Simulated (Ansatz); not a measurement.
ZnInNO (model structure, started from the AlSiCN type, P3m1, No. 156, 4 atoms in the cell): smallest direct gap on the k points sampled by level of theory

No measured value is used here.

```
level (code)         value (eV)  cell (Å³/atom)
-------------------  ----------  --------------
PBE+SOC (Ansatz)           0.01           13.82
PBEsol+SOC (Ansatz)        0.01           13.82
r²SCAN (Ansatz)               …           13.90
```

Q: What belongs in the gaps?

A: 
- r²SCAN (Ansatz, a program for electronic structure), value (eV): 0.29

Computed values are for a static lattice. Spin–orbit coupling is included only where a level's name says +SOC; with heavier elements it mostly lowers gaps and can invert bands.  Values are at the PBEsol cell; r²SCAN at the level's own equilibrium cell. Cutoffs differ between the levels. Ansatz's density-functional and Hartree–Fock values are scalar-relativistic unless marked +SOC, with PAW data made under PBE.

A model structure was made by putting elements into a prototype or built by hand; it is no filed structure, need not be a known phase, and can be a saddle point held by its symmetry.
